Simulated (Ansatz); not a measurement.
Consider the following.

```yaml
crystal:
  lattice:
    - [0.00000, 2.96846, 2.96846]
    - [2.96846, 0.00000, 2.96846]
    - [2.96846, 2.96846, 0.00000]
  atoms:
    - { symbol: S, position: [0.00000, 0.00000, 0.00000] }
    - { symbol: Pb, position: [0.50000, 0.50000, 0.50000] }
```

No spin polarisation.

Method: PBEsol (Ansatz, a quantum-chemistry and plane-wave program), scalar-relativistic without spin-orbit coupling. Settings: 10×10×10 k-points, 0.05 eV Fermi–Dirac smearing.

Question: Predict the pressure and space group.

Answer: The pressure is -1.00 GPa and the space group comes out as Fm-3m (No. 225).

The cells carry an imposed strain or load. Whether these cells are dynamically stable was not tested. The cell was made from PbS in the rock salt structure (space group Fm-3m, No. 225) by this change: isotropic strain +0.58 %.
